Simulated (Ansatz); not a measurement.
# Carrier doping in SiC

Take SiC (space group P6_3mc, No. 186; a = 3.0781 Å, c = 10.0762 Å) as the base.

Carriers are added at fixed cell with a uniform background; the Fermi–Dirac width is that of 300 K.

All numbers come from PBEsol, PAW, 420 eV (Ansatz, a quantum-chemistry and plane-wave program; scalar-relativistic without spin-orbit coupling), earlier PAW set.

Candidates:
(a) electrons 7.0×10^21 cm⁻³
(b) holes 3.0×10^21 cm⁻³
(c) holes 2.0×10^21 cm⁻³
(d) electrons 2.0×10^21 cm⁻³

Before the change:

```
Property                        Value
----------------------------  -------
Gap between the host's bands  2.12 eV
```

Question: Order them by gap between the host's bands, highest first.

Answer: (b) holes 3.0×10^21 cm⁻³ (2.18 eV), (c) holes 2.0×10^21 cm⁻³ (2.16 eV), (d) electrons 2.0×10^21 cm⁻³ (2.10 eV), (a) electrons 7.0×10^21 cm⁻³ (2.07 eV)

Charged cell with a jellium background: band edges are those of the host's band count, energies are not comparable with the neutral cell, and many-body gap narrowing is missing. No phonon test of stability was made.
